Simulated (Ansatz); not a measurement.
**Ca₃PbO in the anti-perovskite structure (space group Pm-3m, No. 221)**

```
Ca3PbO
1.0
    4.79956     0.00000     0.00000
    0.00000     4.79956     0.00000
    0.00000     0.00000     4.79956
Ca Pb O
3 1 1
Cartesian
  2.39978   0.00000   2.39978
  0.00000   2.39978   2.39978
  2.39978   2.39978   0.00000
  0.00000   0.00000   0.00000
  2.39978   2.39978   2.39978
```

Level of theory: PBEsol (Ansatz, an electronic-structure program, PAW, scalar-relativistic without spin-orbit coupling). Settings: 10×10×10 k-points, 0.05 eV Fermi–Dirac smearing.

```json
{
  "volume_per_atom": "22.11 Å³",
  "density": "5.16 g/cm³",
  "band_gap": "zero",
  "total_energy": "-3540.518 eV/atom (σ→0; compares only within this code and set-up)"
}
```

Spin-orbit coupling, missing from the scalar runs, can matter with Pb. Stability against distortions was not tested. The final runs are not spin-polarised. The zero or small gap of Ca3PbO can change with the level of theory.
